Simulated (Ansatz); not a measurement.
## Mg2Si, pressure series

Take Mg2Si (space group Fm-3m, No. 225; a = 6.3644 Å) as the base.

Cell and atoms are relaxed at each pressure.

Calculations: PBE, PAW, 420 eV (Ansatz, an electronic-structure program; no spin-orbit coupling), earlier PAW set.

Only one of these has no band gap. Which?
A. pressure −1 GPa
B. pressure 4.5 GPa
C. pressure 22.5 GPa

C, pressure 22.5 GPa. Computed: pressure −1 GPa: 0.24 eV; pressure 22.5 GPa: zero; pressure 4.5 GPa: 0.13 eV

The mesh was chosen for an insulator and is coarse for the gapless case. Load acts through the strain it causes; cell and atoms are relaxed under it. Whether these cells are dynamically stable was not tested. Competing high-pressure phases were not computed. The final runs are not spin-polarised. The zero or small gap of Mg2Si can change with the level of theory.
